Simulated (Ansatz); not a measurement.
# A series of runs on MgAg2Sb2O6 (P1, 11 atoms in the cell)

```yaml
crystal:
  lattice:
    - [2.81129, 1.62310, 5.97326]
    - [-2.81129, 1.62310, 5.97326]
    - [0.00000, -3.24620, 5.97326]
  atoms:
    - { symbol: Mg, position: [0.50737, 0.49217, 0.49207] }
    - { symbol: Ag, position: [0.34081, 0.35468, 0.32004] }
    - { symbol: Ag, position: [0.65749, 0.64609, 0.68471] }
    - { symbol: Sb, position: [0.15502, 0.11767, 0.16328] }
    - { symbol: Sb, position: [0.84956, 0.82867, 0.84925] }
    - { symbol: O, position: [0.76248, 0.47872, 0.09960] }
    - { symbol: O, position: [0.22925, 0.53821, 0.92395] }
    - { symbol: O, position: [0.09713, 0.76717, 0.45861] }
    - { symbol: O, position: [0.89874, 0.26212, 0.51338] }
    - { symbol: O, position: [0.46425, 0.09493, 0.76836] }
    - { symbol: O, position: [0.53791, 0.91958, 0.22674] }
```

Base run A: PBEsol, default PAW files made with PBE (Ansatz, an electronic-structure program), self-consistent single point.

Its settings: basis.ecutwfc = 420 eV; kpoints.mp_grid.grid = 4 4 4; hamiltonian.xc = pbesol; hamiltonian.pseudopotentials = {kind: paw} (the program's default PAW files); scf.occupations.method = gaussian; scf.occupations.width = 0.136 eV.

The starting cell comes from a database of computed structures (which also holds hypothetical and non-ambient phases and stackings), without a prior relaxation at this level. Its atoms were displaced at random from the sites of space group no. 148. In the base run, with a pressure of about -4 GPa the cell is away from its equilibrium volume at this level. In the base run, forces exceed 1 eV/Å. Ansatz's pressure includes its estimate of the finite-basis (Pulay) stress. The run gives no clean gap (levels at the Fermi energy touch, overlap or are partly filled at this smearing), which alone does not show that the compound is a metal.

Run A gave: pressure (GPa) -3.69; largest force (eV/Å) 3.568.

Runs:
- B: hamiltonian.xc: pbesol → lda [LDA (PW92)]
- C: hamiltonian.xc: pbesol → rpbe [RPBE]
- D: hamiltonian.xc: pbesol → revpbe [revPBE]
- E: hamiltonian.xc: pbesol → blyp [BLYP]
- F: basis.ecutwfc: 420 eV → 500 eV; hamiltonian.xc: pbesol → r2scan [r2SCAN]

Question: What does run D change against A?

Answer: The pressure goes from -3.69 to 3.39 GPa and the largest force moves little (3.568 to 3.561 eV/Å).

Question: What does run F change against A?

Answer: The pressure goes from -3.69 to -3.82 GPa and the largest force goes from 3.568 to 3.506 eV/Å.

Question: What does run E change against A?

Answer: The pressure goes from -3.69 to 4.85 GPa and the largest force goes from 3.568 to 3.492 eV/Å.

```json
[
 {"run": "A", "pressure (GPa)": "-3.69", "largest force (eV/Å)": "3.568"},
 {"run": "B", "pressure (GPa)": "-7.49", "largest force (eV/Å)": "3.545"},
 {"run": "C", "pressure (GPa)": "4.28", "largest force (eV/Å)": "3.563"},
 {"run": "D", "pressure (GPa)": "3.39", "largest force (eV/Å)": "3.561"},
 {"run": "E", "pressure (GPa)": "4.85", "largest force (eV/Å)": "3.492"},
 {"run": "F", "pressure (GPa)": "-3.82", "largest force (eV/Å)": "3.506"}
]
```

Keys are those of Ansatz 0.2.
